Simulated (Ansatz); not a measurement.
Start from BaTiO3 in the cubic perovskite structure (space group Pm-3m, No. 221; a = 4.019 Å).

All numbers come from PBE in Ansatz (plane waves to 420 eV, PAW, scalar-relativistic without spin-orbit coupling), earlier PAW set.

Before the change:

```
Property                        Value
----------------------------  -------
Gap between the host's bands  1.79 eV
```

Now apply this change: hole doping at 2.0×10^21 cm⁻³ (0.130 per cell), with a uniform compensating background at fixed cell and a 300 K Fermi–Dirac width.

Q: What does the calculation give for the Fermi level from band edge and gap between the host's bands after the change?

A: The Fermi level relative to the doped band's edge (positive inside the band; to 0.05 eV) amounts to +0.05 eV; the gap between the host's bands increases by 0.05 eV, from 1.79 eV to 1.84 eV.

Carriers are added with a uniform compensating background; total energy and stress of such cells depend on the potential's zero and are not compared; many-body gap narrowing is missing at this level. Whether these cells are dynamically stable was not tested. All final runs are without spin polarisation. Many cubic perovskites are stable only at high temperature; tilts and polar distortions were not tested. This is not the structure that BaTiO3 has at room temperature and ambient pressure.

Ansatz is a program for electronic structure.
